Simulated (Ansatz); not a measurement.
## AlN: energy against strain

AlN (zinc blende, F-43m, 10.487 Å³/atom at rest) under an equal strain ε in the (111) plane with the normal axis free, as in a coherent film. PBEsol in Ansatz, a plane-wave DFT program (PAW, default set), 420 eV, 13×13×13 Γ-centred mesh, Fermi-Dirac smearing 0.05 eV; ions are relaxed within the symmetry of each cell.

Here s stands for strain and y for E less E0.

| strain (%) | E less E0 (meV/atom) |
|---|---|
| -1.25 | 5.12 |
| -0.83 | 2.23 |
| -0.42 | 0.56 |
| 0.00 | 0.00 |
| 0.42 | 0.54 |
| 0.83 | 2.15 |
| 1.25 | 4.89 |
| 2.50 | ? |

Taking a parabola for y over the 7 complete rows: Least squares gives y = -0.013 - 0.0746·s + 3.2094·s². Residuals (row less fit): 0.025, -0.030, -0.024, 0.013, 0.018, 0.014, -0.018; standard error 0.028 (degrees of freedom: 4). Twice the quadratic coefficient over the volume, 2 × 3.2094 meV × 10⁴ × 0.1602 / 10.487 Å³, is twice the biaxial elastic modulus of this plane = 981 ± 5 GPa.

Problem. What does the fit predict for y at s = 2.50, and how far is the calculated value from it?

Solution. y = -0.013 - 0.0746 × 2.50 + 3.2094 × 2.50² = 19.859 meV/atom. The calculation gives 19.02 meV/atom, 0.839 meV/atom below the prediction (4.4 % of the range of y in the table). The row lies outside the fitted rows, so this is an extrapolation. From the scatter of the fitted rows alone, a prediction at this place has a standard error of 0.107 meV/atom, so the miss is 7.8 times that.

One order more, fitted to all 13 runs of the series, follows each within 0.02, so the miss is the next term of a smooth law. AlN is here a metastable form; wurtzite is the usual one. Rows are the converged runs of the series near zero and its far end; series whose fitted rows scatter by over a few per cent of the range, as at a crossing or softening among them, aren't shown in this form. Most that stay on the fit to the last digits aren't either.
